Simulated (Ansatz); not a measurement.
Consider an 8-atom supercell of SiC in the zinc blende structure (space group F-43m, No. 216) at its relaxed geometry.

```xyz
8
Lattice="-4.3563 0.0000 0.0000 0.0000 0.0000 4.3563 0.0000 4.3563 0.0000" Properties=species:S:1:pos:R:3 pbc="T T T"
C     -1.0891     3.2673     3.2673
C     -3.2673     1.0891     3.2673
C     -3.2673     3.2673     1.0891
C     -1.0891     1.0891     1.0891
Si     0.0000     0.0000     0.0000
Si    -2.1782     2.1782     0.0000
Si    -2.1782     0.0000     2.1782
Si     0.0000     2.1782     2.1782
```

Calculations: r2SCAN (Ansatz, a program for electronic structure), no SOC.

Before the change:

The pressure is 0.0 GPa and the mean distance from the defect site to its nearest host atoms is 1.89 Å.

It is then changed as follows: a neutral Si on a C site (antisite), atoms relaxed at fixed cell, starting from a slightly rattled geometry.

Tabulated Pauling electronegativity and covalent radius: C 2.55, 0.76 Å; Si 1.90, 1.11 Å.

Q: What happens to the pressure?

A: The pressure goes from zero to 47.2 GPa.

Q: Estimate the effect on the mean distance from the defect site to its nearest host atoms.

A: The mean distance from the defect site to its nearest host atoms rises by 0.18 Å (1.89 Å → 2.07 Å).

The magnetic state is the one reached from the starting moments; the real material's order can differ, and small cells can't hold many antiferromagnetic ones. The cell is small, so the values are those of an ordered compound at a high defect concentration; dilute-limit values will differ. A case with no gap was solved on a k-mesh chosen for an insulator, which is coarse for it. Seeded moments were not kept for Si on a C site (antisite). The defect cell is spin-polarised and ends with 0.0 μB.
